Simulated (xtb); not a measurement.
xtb 6.7.1, GFN2-xTB: Cc1c2ccccc2c(C#Cc2cc3c(s2)-c2sc([Si](C)(C)C)cc2C3(C)C)c2ccccc12, 62 atoms. The geometry is a generated start, not checked to be a minimum at this level.

method: GFN2-xTB
--acc: 1 (default)
--etemp (K): 300 (default)
detailed input (--input): none: ANC optimiser, Lindh (1995) Hessian, microcycle=20, maxdispl=1.0, hlow=0.01 (default)
basis functions: 182
valence electrons: 168

The structure is relaxed from this start with --opt LEVEL for the levels crude, sloppy, loose, lax, normal, tight, vtight, extreme, once each. Up to the end of the extreme run atoms move by at most 0.23 Å along an axis.

Problem. What is the loosest level that ends within 1 meV of the extreme run, and how many cycles does it take?

Solution. normal: 19 cycles against 35, ending 0.33 meV above.

| level | cycles | energy above the extreme run (meV) | gradient norm (eV/Å) |
|---|---|---|---|
| crude | 5 | 13 | 0.21 |
| sloppy | 7 | 7.9 | 0.17 |
| loose | 11 | 2.3 | 0.083 |
| lax | 13 | 1.4 | 0.052 |
| normal | 19 | 0.33 | 0.018 |
| tight | 22 | 0.20 | 0.010 |
| vtight | 35 | under 0.01 | 0.0023 |
| extreme | 35 | — | 0.0023 |
